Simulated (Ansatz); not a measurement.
The reference is WC (space group P-6m2, No. 187; a = 2.913 Å, c = 2.835 Å; relaxed with 0.1 eV smearing).

Computed with r2SCAN (Ansatz, a program for electronic structure, PAW, no spin-orbit coupling).

Before the change:

The pressure is 0.0 GPa and the band gap is zero.

Now apply this change: every lattice vector is stretched by 1.00 %; the atoms relax in the strained cell.

### Question
What happens to the pressure?

### Answer
The pressure (mean of the normal stresses, compression positive) goes from zero to -11.3 GPa.

### Question
What does the calculation give for the energy relative to the base after the change?

### Answer
The energy rises by 11 meV/atom.

### Question
How does this affect the band gap?

### Answer
The band gap stays zero.

Stability against distortions was not tested. All final runs are without spin polarisation.
